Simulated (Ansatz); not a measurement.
Start from Pt in the fcc (Cu type) structure (space group Fm-3m, No. 225; a = 3.9198 Å; relaxed with 0.1 eV smearing).

Method: Ansatz (an electronic-structure program) PBEsol, without spin-orbit coupling.

Base values:

| Item | Result |
|---|---|
| Band gap | zero |
| Pressure | 0.0 GPa |

It is then changed as follows: every lattice vector is shortened by 2.00 %, atoms relaxed at fixed cell.

What happens to the energy relative to the base?

The energy grows by 53 meV/atom.

What does the calculation give for the band gap after the change?

The band gap stays zero.

How does this affect the pressure?

The pressure goes from zero to 20.4 GPa.

The cells carry an imposed strain or load. No phonon test of stability was made. The final runs are not spin-polarised.
